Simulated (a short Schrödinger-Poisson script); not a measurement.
Structure: gated Al0.25Ga0.75As/GaAs δ-doped gas, at 300 K.

| layer | material | thickness (nm) | Na (cm⁻³) |
|---|---|---|---|
| 1 | Al0.25Ga0.75As | 8 | - |
| 2 | Al0.25Ga0.75As | 2 | - |
| 3 | GaAs | 6000 | 1e15 |

The device is made up for the run: typed textbook-type constants, with dimensions and the other settings drawn at random. Al0.25Ga0.75As: permittivity 12.19, conduction-band edge (eV) 0.198, gap (eV) 1.736, electron mass (mₑ) 0.0878, Nv at 300 K (cm⁻³) 9e18. GaAs: permittivity 12.9, conduction-band edge (eV) 0, gap (eV) 1.424, Nv at 300 K (cm⁻³) 9e18.

Channel valleys (confinement mass, in-plane density-of-states mass, number): Γ 0.067, 0.067, 1. At the gate the conduction-band edge of layer 1 lies 0.95 eV − eVg above the Fermi level of the channel; the field vanishes at the back. Sheet of ionised δ-doping: +3.9e12 e/cm² at 8 nm from the gate. The barrier under the gate holds no holes. Gaps are held at their typed values at every temperature. Mesh 0.08 nm at interfaces.

From a short Schrödinger-Poisson script (our own, NumPy): 1D Poisson equation in equilibrium, electrons quantum, Hartree (BenDaniel-Duke, 40 states a valley, the channel's in-plane mass for all, wave functions free to enter the barrier), parabolic valleys, classical holes, full ionisation, no traps, pinning or gate leakage.

The same stack at other levels of the model or other numerical settings:

| run | sheet density of all electrons at Vg = 0.5 V (cm⁻²) | capacitance at Vg = 0.5 V (μF/cm²) | centroid of the channel electrons at Vg = 0.5 V (nm) | gate voltage at 1e11 electrons/cm² (V) | rough cost against the base |
|---|---|---|---|---|---|
| base | 8.04e11 | 0.683 | 9.13 | 0.29 | about 1 |
| electrons treated as classical, Boltzmann | (withheld) | 0.812 | (withheld) | 0.29 | 0.04 |
| electrons treated as classical, Fermi-Dirac | 8.53e11 | 0.684 | (withheld) | 0.29 | 0.2 |
| electrons treated as quantum, Hartree plus LDA exchange-correlation | 8.45e11 | 0.705 | 8.62 | 0.29 | about 1 |
| mesh six times as coarse | 8.05e11 | 0.683 | 9.16 | 0.29 | 0.3 |
| one subband a valley | 7.51e11 | 0.670 | 5.49 | 0.31 | 0.4 |

Fill in the missing entries.


- electrons treated as classical, Boltzmann, sheet density of all electrons at Vg = 0.5 V (cm⁻²): 9.50e11
- electrons treated as classical, Fermi-Dirac, centroid of the channel electrons at Vg = 0.5 V (nm): 7.71
- electrons treated as classical, Boltzmann, centroid of the channel electrons at Vg = 0.5 V (nm): 6.14

The classical rows ignore confinement, and Boltzmann statistics overrate the density once the band edge passes the Fermi level.
